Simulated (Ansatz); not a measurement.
Take TiSi2 (space group Fddd, No. 70; a = 4.780 Å, b = 8.232 Å, c = 8.522 Å) as the base.

Calculations: r2SCAN (Ansatz, a program for electronic structure), no SOC, earlier PAW set.

For the base:

```
Item       Result
--------  -------
Pressure  0.0 GPa
```

Modification: the cell is scaled by 0.9471 in all directions, atoms relaxed at fixed cell.

Q: What happens to the largest internal atomic displacement and pressure?

A: The largest internal atomic displacement is 0.012 Å; the pressure (mean of the normal stresses, compression positive) goes from zero to 34.9 GPa.

The cells carry an imposed strain or load. No phonon test of stability was made. The final runs are not spin-polarised.
